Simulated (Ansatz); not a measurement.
# Short convergence ladders for LuP (Fm-3m, 2 atoms in the cell)

```
LuP
1.0
    0.00000     2.74805     2.74805
    2.74805     0.00000     2.74805
    2.74805     2.74805     0.00000
Lu P
1 1
Direct
  0.00000   0.00000   0.00000
  0.50000   0.50000   0.50000
```

Base method: LDA (PW92), default PAW files made with PBE (plane waves; Ansatz, an electronic-structure program).

Base settings: basis.ecutwfc = 30.9 Ry; kpoints.mp_grid.grid = 10 10 10; hamiltonian.xc = lda; hamiltonian.pseudopotentials = {kind: paw} (the program's default PAW files); scf.occupations.method = fermi_dirac; scf.occupations.width = 0.0073 Ry.

Core times come from one kind of shared machine, to one figure; runs under 30 s give none.

**Zone-centre phonons against the mesh**

In this ladder: phonons.method = dfpt.

Frequencies are those of the unrelaxed cell, without the LO-TO term of polar crystals.

Only quantities that move along the ladder and can be compared are tabulated.

```csv
kpoints.mp_grid.grid,highest zone-centre frequency (cm⁻¹),core time / last (rough)
3 3 3,132.0,–
4 4 4,222.0,–
5 5 5,241.3,–
7 7 7,238.8,–
8 8 8,239.5,–
12 12 12,237.6,0.1
15 15 15,238.3,0.2
19 19 19,238.4,0.4
24 24 24,238.2,1
```

Coarsest kpoints.mp_grid.grid that holds the highest zone-centre frequency within 5 cm⁻¹ of the last step, with all finer ones: 5 5 5; the step before is off by 16 cm⁻¹.

**The q mesh of the phonons**

In this ladder: kpoints.mp_grid.grid = 12 12 12; phonons.method = dfpt.

Only quantities that move along the ladder and can be compared are tabulated.

Thermal sums run over frequencies interpolated from this q mesh.

| phonons.qmesh | zero-point energy (meV/atom) | vibrational free energy at 300 K (meV/atom) | core time / last (rough) |
|---|---|---|---|
| 1 1 1 | 28.32 | -32.27 | 0.02 |
| 2 2 2 | 33.94 | -17.43 | 0.08 |
| 3 3 3 | 34.35 | -17.61 | 0.3 |
| 4 4 4 | 34.46 | -17.09 | 1 |

Coarsest phonons.qmesh that holds the zero-point energy within 1 meV/atom of the last step, with all finer ones: 2 2 2, at about 0.08 of the last step's time; the step before is off by 6.1 meV/atom.

Coarsest phonons.qmesh that holds the vibrational free energy at 300 K within 2 meV/atom of the last step, with all finer ones: 2 2 2, at about 0.08 of the last step's time; the step before is off by 15 meV/atom.

On the base run: the starting cell comes from a database of computed structures (which also holds hypothetical and non-ambient phases and stackings), without a prior relaxation at this level. Its lattice was rescaled by up to half a per cent. In the base run, with a pressure of about -5 GPa the cell is away from its equilibrium volume at this level. The run gives no clean gap (levels at the Fermi energy touch, overlap or are partly filled at this smearing), which alone does not show that the compound is a metal.

Keys are those of Ansatz 0.2.
